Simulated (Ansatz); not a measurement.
In2O3 (model structure, within 0.1 Å of Ibam, No. 72, 10 atoms in the cell) was calculated with LDA (Ansatz, a first-principles code, plane waves, PAW).

Numerical settings: plane-wave cutoff 520 eV, 8×8×6 k mesh (along the axes of the cell as run), Fermi–Dirac smearing 0.01 eV, scalar-relativistic PAW data made under PBE.

Cell (relaxed at this level):

```xyz
10
Lattice="5.3376 -2.6010 0.3917 5.3376 2.6010 0.3917 -3.0593 0.0000 4.4495" Properties=species:S:1:pos:R:3 pbc="T T T"
In     4.7592    -1.5857     1.8502
In     6.2889     1.5857    -0.3746
In     6.3409     1.0153     2.9373
In     4.8112    -1.0153     5.1620
O     -0.1658    -0.0002     3.3807
O      1.3638     0.0002     1.1560
O      6.6892    -0.0006     4.8143
O      8.2189     0.0006     2.5896
O      2.8690    -0.0002     5.4646
O      4.3986     0.0002     3.2398
```

Q: What does this level give for the band gap?

A: 
- band gap: 0.56 eV (on the SCF k mesh)

Spin–orbit coupling is not included.

A model structure was made by putting elements into a prototype or built by hand; it is no filed structure, need not be a known phase, and can be a saddle point held by its symmetry.
